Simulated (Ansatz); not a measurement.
**What biaxial strain −1.00 %, plane normal [001], relaxed out of plane does to ZrB2**

Start from ZrB₂ (space group P6/mmm, No. 191; a = 3.155 Å, c = 3.506 Å; relaxed with 0.1 eV smearing). Axes: x lies along a and z along c of the hexagonal cell.

Now apply this change: biaxial strain −1.00 %, plane normal [001], relaxed out of plane (Cartesian); in-plane vectors clamped, the third vector and the atoms free.

Calculations: PBEsol (Ansatz, an electronic-structure program; PAW; 420 eV plane waves; without spin-orbit coupling). k-mesh 21×21×17 (Γ-centred); smearing 0.1 eV (Fermi–Dirac).

- Volume per atom = 9.93 Å³ (base 10.08 Å³)
- Shortest interatomic distance = 1.803 Å (base 1.822 Å)
- Pressure (mean of the normal stresses, compression positive) = 3.9 GPa (base 0.0 GPa)
- Band gap = zero (base zero)
- Out-of-plane strain = +0.57 %
- Mean in-plane stress (compression positive) = +5.9 GPa

Cost of the whole job for the changed cell (relaxation, final SCF and bands): roughly 26 core-seconds.

Whether these cells are dynamically stable was not tested. All final runs are without spin polarisation.
